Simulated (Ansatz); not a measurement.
Take BaS in the rock salt structure (space group Fm-3m, No. 225; a = 6.331 Å) as the base.

One thing is altered: the cell is scaled by 1.0200 in all directions, atoms relaxed at fixed cell.

Calculations: PBEsol, PAW, 420 eV (Ansatz, a first-principles code; no SOC).

Base, band edges from the VBM (valence, conduction): X -0.09, 2.04; W -0.42, 4.22; L -1.08, 5.46; Γ 0.00, 3.63; K -0.46, 3.23; U -0.46, 3.23 eV.

Question: Give the band edges at the high-symmetry points of the new zone, measured from its valence-band maximum.

Answer: 
| point | valence edge (eV) | conduction edge (eV) |
|---|---|---|
| Γ | 0.00 | 3.34 |
| X | -0.13 | 2.13 |
| U | -0.51 | 3.24 |
| K | -0.51 | 3.24 |
| L | -0.97 | 5.31 |
| W | -0.46 | 4.17 |

The gap is 2.13 eV, indirect, Γ → X.

The cells carry an imposed strain or load. Semilocal Kohn–Sham gaps tend to fall short of experiment. No phonon test of stability was made.
